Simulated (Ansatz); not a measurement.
Structures of equal composition on the (0001) surface of 4H silicon carbide (Si plane on top): (√3x√3)R30° C adatom at H3; (√3x√3)R30° C adatom at T4. The slabs share one bottom face, and each structure is named by its start. These are constructed structures in small cells; real faces may alloy, dewet or reconstruct in larger ones, and not all known structures of the face are among them. Slabs of about 10 Å, Fermi-Dirac smearing of 0.025 eV. Bottom of the slabs: H caps. Relaxed from the named starts with such symmetry as they have, on meshes of like density; energies extrapolated to zero smearing; spin only where a row says so; no spin-orbit coupling, no U. Brackets mark spin-polarised runs, whose order is one that fits the cell. Where a second, spin-polarised start was run, the lower counts.

Method: PBE (plane waves to 420 eV, PAW; Ansatz, an electronic-structure program).

Problem. Put the candidates in order of energy per 1x1 cell, lowest first, for PBE.

Solution. (√3x√3)R30° C adatom at H3 (0.000 eV [spin, 1.0 μB a cell], gap 0.77 eV on the mesh), (√3x√3)R30° C adatom at T4 (0.036 eV [spin, 0.7 μB a cell], no gap on the mesh)
